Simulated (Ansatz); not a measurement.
Data:

```
CELL_PARAMETERS angstrom
      0.00000     3.91762     3.91762
      3.91762     0.00000     3.91762
      3.91762     3.91762     0.00000
ATOMIC_POSITIONS crystal
  Pb 0.00000 0.00000 0.00000
  Si 0.50000 0.50000 0.50000
  Ti 0.25000 0.25000 0.25000
  Ti 0.75000 0.75000 0.75000
  O  0.50000 0.00000 0.00000
  O  0.00000 0.50000 0.50000
  O  0.00000 0.00000 0.50000
  O  0.50000 0.50000 0.00000
  O  0.00000 0.50000 0.00000
  O  0.50000 0.00000 0.50000
```

No spin polarisation.

All numbers come from Kohn–Sham DFT with the PBE functional, run in Ansatz (an electronic-structure program) with PAW and 420 eV plane waves, no SOC. k-mesh 7×7×7 (Γ-centred); smearing 0.05 eV (Fermi–Dirac).

Estimate the band gap.

1.70 eV.

What is the computed gap character (in this cell's own zone, which can be folded)?

Direct at X.

Each cell is one ordered arrangement of few atoms, which overstates ordering effects compared with a random alloy. Spin-orbit coupling, missing from the scalar runs, can matter with Pb. Stability against distortions was not tested. All final runs are without spin polarisation. The cell was made from PbTiO3 by this change: x(Si) = 0.5, 10 atoms, Fm-3m. Many cubic perovskites are stable only at high temperature; tilts and polar distortions were not tested.
